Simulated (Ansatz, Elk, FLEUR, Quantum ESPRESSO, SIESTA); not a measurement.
# Code comparison for La₃Pb (Pm-3m, 4 atoms in the cell)

Self-consistent single point, at a second geometry (lattice scaled by 0.98). First geometry:

```yaml
crystal:
  lattice:
    - [5.03375, 0.00000, 0.00000]
    - [0.00000, 5.03375, 0.00000]
    - [0.00000, 0.00000, 5.03375]
  atoms:
    - { symbol: La, position: [0.50000, 0.50000, 0.00000] }
    - { symbol: La, position: [0.00000, 0.50000, 0.50000] }
    - { symbol: La, position: [0.50000, 0.00000, 0.50000] }
    - { symbol: Pb, position: [0.00000, 0.00000, 0.00000] }
```

Shared settings, as Ansatz (a program for electronic structure) writes them: kpoints.mp_grid.grid = 9 9 9; scf.occupations.method = fermi_dirac; scf.occupations.width = 0.1 eV. Potentials and cutoffs stand in the table.

| code | model | ΔF from the first geometry (meV/atom) | pressure (GPa) | cutoff |
|---|---|---|---|---|
| SIESTA | GGA PBEsol, numerical atomic orbitals TZP, PseudoDojo PBEsol standard norm-conserving potentials (rewritten from UPF to PSML) | 25.6 | 4.00 | grid 350 Ry |
| Ansatz | PBEsol, PAW files made with PBE | 1.2 | 1.57 | default |
| Elk | PBEsol, all-electron FP-LAPW, Elk's shipped species files, APW+lo basis with extra local orbitals | 3.5 | – | rgkmax 8 |
| Quantum ESPRESSO | PBEsol, GBRV 1.5 ultrasoft (PBESOL) pseudopotentials | 3.1 | 1.76 | 40 Ry |
| FLEUR | PBEsol, all-electron FLAPW (FLEUR), scalar-relativistic valence | 3.4 | – | Kmax 3.8 1/bohr |

A dash marks a value that a program does not give, or that is left out as unsure.

On Ansatz's run: spin-orbit coupling is off.

The spread over the programs that give each value: ΔF from the first geometry within 24.4 meV/atom; pressure within 2.43 GPa.

SIESTA uses small atom-centred bases, whose incompleteness enters pressures, forces and empty levels differently from a plane-wave cutoff. Elk and FLEUR treat all electrons, but the usual bases taken here (sphere radii, linearisation, local orbitals, empty states) were not tested for convergence, so the values are no reference for the others. Ansatz's pressure is given at a fixed set of plane waves, as the other plane-wave codes print theirs. In the pressure, SIESTA (by 2.33) lies more than 1 GPa from the median of the plane-wave programs.

The starting cell comes from a database of computed structures (which also holds hypothetical and non-ambient phases and stackings), without a prior relaxation at this level. Its lattice was rescaled by a random factor within 2.5 % of one. For this run, on top of that: lattice scaled by 0.98.

Keys are those of Ansatz 0.2.
